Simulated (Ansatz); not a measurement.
**Lattice constant a of BP (model structure, started from the BeO type, P4₂/mnm, No. 136, 8 atoms in the cell) at several levels of theory**

No measured value is used here.

| level (code) | value (Å) |
|---|---|
| LDA (Ansatz) | 5.494 |
| PBE (Ansatz) | ? |
| PBEsol (Ansatz) | 5.532 |
| PBE-D3(BJ) (Ansatz) | 5.515 |
| r²SCAN (Ansatz) | 5.552 |
| r²SCAN+rVV10 (Ansatz) | ? |

Problem. Some entries are withheld; supply them.

Solution. 
- PBE (Ansatz, an electronic-structure program), value (Å): 5.568
- r²SCAN+rVV10 (Ansatz), value (Å): 5.543

Cutoffs differ between the levels. Ansatz's density-functional and Hartree–Fock values are scalar-relativistic unless marked +SOC, with PAW data made under PBE.

A model structure was made by putting elements into a prototype or built by hand; it is no filed structure, need not be a known phase, and can be a saddle point held by its symmetry.
